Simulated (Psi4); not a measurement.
Psi4 1.11, B3LYP/def2-svp: W(NH)(NMe)(F)(OMe) (C[N]=[W](=[NH])([F])[O]C), 14 atoms. The geometry is a generated start, not checked to be a minimum at this level.

- task = energy
- method = b3lyp
- basis = def2-svp
- memory = 3 GB
- maxiter = 100
- keys of the molecule block = symmetry c1
- scf_type = df (default)
- guess = auto, which took SAD (default)
- scf_initial_accelerator = adiis (default)
- e_convergence = 1e-06 (default)
- d_convergence = 1e-06 (default)
- dft_radial_points = 75 (default)
- dft_spherical_points = 302 (default)
- effective core potentials = those of the basis set, past Kr
- basis functions = 151
- grid points = 302329

```xyz
14

W     -0.7769    -0.0564     0.7441
N     -1.2209    -1.7809     0.9398
H     -1.4988    -2.7592     0.8394
N     -0.9928     0.4611    -0.9601
C     -1.2098     0.5581    -2.3662
H     -2.1428     1.0970    -2.5706
H     -0.3952     1.1048    -2.8600
H     -1.2861    -0.4394    -2.8225
F     -1.9379     1.0441     1.8406
O      0.9559     0.2536     1.3291
C      2.3476     0.1519     1.4470
H      2.6468    -0.9045     1.3529
H      2.8405     0.7428     0.6578
H      2.6702     0.5271     2.4285
```

Charge 0 and multiplicity 1 are set for this test and not shown to be the ground state.

One run each on 2 threads. Values of diis_max_vecs tried: 3, 6, 10 (default), 20.

### Question
How does the count of SCF iterations change with diis_max_vecs, and where is it least?

### Answer
Fewest SCF iterations, within one of each other: 10 (default) with 12, 20 with 12. The count rises to 62 at 3. All converge to one solution.

| diis_max_vecs | SCF iterations | end |
|---|---|---|
| 3 | 62 | same solution |
| 6 | 15 | same solution |
| 10 (default) | 12 | same solution |
| 20 | 12 | same solution |
